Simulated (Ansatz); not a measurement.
Defect migration in orthorhombic CsPbCl3: interstitial Cu, charge state +1. The step: a concerted move, in which Cu travels most; the atom moves 2.68 Å along (0.00, -0.24, 0.00) of the unit cell; the moving atom starts with neighbours Cl at 2.20, Cl at 2.22, Cl at 2.31 Å and ends with Cl at 2.20, Cl at 2.22, Cl at 2.31 Å. A PBE band in Ansatz (plane-wave PAW, the Γ point alone, 80 host sites, 63 SCF runs with any check of the saddle's order, static, no finite-size correction) gives a forward barrier of 0.10 eV. The saddle point's order was not checked. The charge state is imposed; whether it is stable for some Fermi level was not computed. Sites that were not tried may lie lower.

Single points at the band's start and saddle point can refine it. Rough cost of one point, in units of the band's mean SCF on the same machine:

| Level | Cost of one point |
|---|---|
| PBE, a 2×2×2 k-point mesh shifted by half a step | about 8 |
| r2SCAN at 500 eV, the Γ point alone | about 2 |

Which of these move the barrier by more than 0.1 eV, and how far does each move it?

Not one does. PBE, a 2×2×2 k-point mesh shifted by half a step: -0.01 eV; r2SCAN at 500 eV, the Γ point alone: +0.02 eV. Each functional is compared with PBE at the same k-points.

Ansatz is a first-principles code.
